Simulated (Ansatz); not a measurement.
Start from InSe in the beta-GaS type structure (space group P6_3/mmc, No. 194; a = 4.016 Å, c = 16.926 Å; layered, stacked along the Cartesian z axis).

Computed with Ansatz (an electronic-structure program), r2SCAN+rVV10, PAW, cutoff 500 eV, spin-orbit coupling left out, earlier PAW set.

Before the change:

Width of the top valence band: 1.76 eV
Band gap: 0.85 eV
Shortest interatomic distance: 4.995 bohr

It is then changed as follows: a hydrostatic pressure of 2.1 GPa.

Task: How does this affect the width of the top valence band?

Result: The width of the top valence band rises by 0.13 eV to 1.89 eV.

Task: Estimate the effect on the band gap.

Result: The band gap grows by 0.09 eV, from 0.85 eV to 0.94 eV.

Task: Predict the new shortest interatomic distance.

Result: The shortest interatomic distance decreases by 0.043 bohr, from 4.995 bohr to 4.952 bohr.

Load acts through the strain it causes; cell and atoms are relaxed under it. Stability against distortions was not tested.
